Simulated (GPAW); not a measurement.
Worked example: self-consistent single point of InSe (P6_3/mmc, 8 atoms in the cell) in GPAW.

Level of theory: LDA (Perdew-Wang 92), GPAW PAW datasets LDA (gpaw-data 1.0.1) (plane waves; GPAW 25.7.0).

```xyz
8
Lattice="4.0134 0.0000 0.0000 -2.0067 3.4757 0.0000 0.0000 0.0000 17.3064" Properties=species:S:1:pos:R:3 pbc="T T T"
In     0.0000     2.3172     5.7163
In     2.0067     1.1586    11.5901
In     2.0067     1.1586    14.3695
In     0.0000     2.3172     2.9369
Se     0.0000     2.3172    10.3375
Se     2.0067     1.1586     6.9690
Se     2.0067     1.1586     1.6843
Se     0.0000     2.3172    15.6222
```

Reference input (self-consistent single point, DFT PBE, plane waves, GPAW PAW datasets PBE (gpaw-data 1.0.1)): mode = pw; ecut = 600 eV; xc = PBE; kpts = 5 5 1; mesh shift (steps) = 0 0 0; occupations.name = fermi-dirac; occupations.width = 0.05 eV; nbands = -4; convergence.forces = 0.001 eV/Å; convergence.bands = -2; symmetry.symmorphic = false; symmetry.tolerance = 0.0005. This run's input differs from it in these lines:

```diff
@@ -19,3 +19,3 @@
 calc = GPAW(mode=PW(600),
-            xc='PBE',
+            xc='LDA',
             kpts=(5, 5, 1),
```

Its files differ too (potentials: GPAW PAW datasets LDA (gpaw-data 1.0.1)).

Output (repeated stretches shortened):

```
     iter     time        total  log10-change:
                         energy   eigst   dens  force
iter:   1 --:--:--   -34.953793   -0.03
iter:   2 --:--:--   -34.793037   -1.18  -1.24
iter:   3 --:--:--   -34.321943   -1.54  -1.27
iter:   4 --:--:--   -34.278062   -2.17  -1.49
iter:   5 --:--:--   -34.224997   -1.41  -1.64
iter:   6 --:--:--   -34.186386   -3.07  -1.98
iter:   7 --:--:--   -34.159224   -2.45  -2.19
iter:   8 --:--:--   -34.164545c  -3.15  -2.71
iter:   9 --:--:--   -34.163198c  -4.71  -2.53
iter:  10 --:--:--   -34.157965c  -2.91  -2.54
iter:  11 --:--:--   -34.157286c  -4.63  -3.03
iter:  12 --:--:--   -34.157374c  -5.27  -3.39
   [... 4 lines left out ...]
iter:  17 --:--:--   -34.157242c  -5.51  -3.28
iter:  18 --:--:--   -34.157226c  -5.35  -3.55
iter:  19 --:--:--   -34.157339c  -4.75  -3.73
iter:  20 --:--:--   -34.157215c  -5.31  -3.38
iter:  21 --:--:--   -34.157216c  -6.17  -4.25c
iter:  22 --:--:--   -34.157215c  -7.51c -4.59c
iter:  23 --:--:--   -34.157215c  -8.42c -4.68c -3.18c
Converged after 23 iterations.

Dipole moment: (0.000000, -0.000000, -0.000000) |e|*Ang

Energy contributions relative to reference atoms: (reference = -903405.856249)

Kinetic:        +75.960908
Potential:      -72.418516
External:        +0.000000
XC:             -38.184950
Entropy (-ST):   -0.001140
Local:           +0.485914
SIC:             +0.000000
--------------------------
Free energy:    -34.157785
Extrapolated:   -34.157215

Showing only first 2 kpts
 Kpt  Band  Eigenvalues  Occupancy
  0    36      2.90048    2.00000
  0    37      3.97159    1.93724
  0    38      4.31385    0.06362
  0    39      5.41078    0.00000

  1    36      3.06945    2.00000
  1    37      3.66594    1.99986
  1    38      5.78937    0.00000
  1    39      6.08974    0.00000

Fermi level: 4.14307

Gap: 0.342 eV
Transition (v -> c):
   [... lines left out ...]
  2 In    0.00000    0.00000   -0.12445
  3 In   -0.00000   -0.00000    0.12445
  4 Se   -0.00000   -0.00000    0.02533
  5 Se    0.00000    0.00000   -0.02533
  6 Se    0.00000    0.00000    0.02533
  7 Se   -0.00000   -0.00000   -0.02533

Stress tensor:
     0.009179    -0.000000     0.000000
    -0.000000     0.009179    -0.000000
     0.000000    -0.000000     0.010290
Stress (GPa, Voigt): [ 1.4706  1.4706  1.6487 -0.      0.     -0.    ]
```

The run converged in 23 iterations. GPAW prints stress with tension positive. Against the reference run the pressure goes from 2.50 to -1.53 GPa, the largest force goes from 0.330 to 0.124 eV/Å and the gap on the mesh goes from 0.580 to 0.342 eV.

The starting cell comes from a database of computed structures (which also holds hypothetical and non-ambient phases and stackings), without a prior relaxation at this level. Its lattice was rescaled by a random factor within 2.5 % of one.

Cost on one core of a shared machine: roughly 40 s.
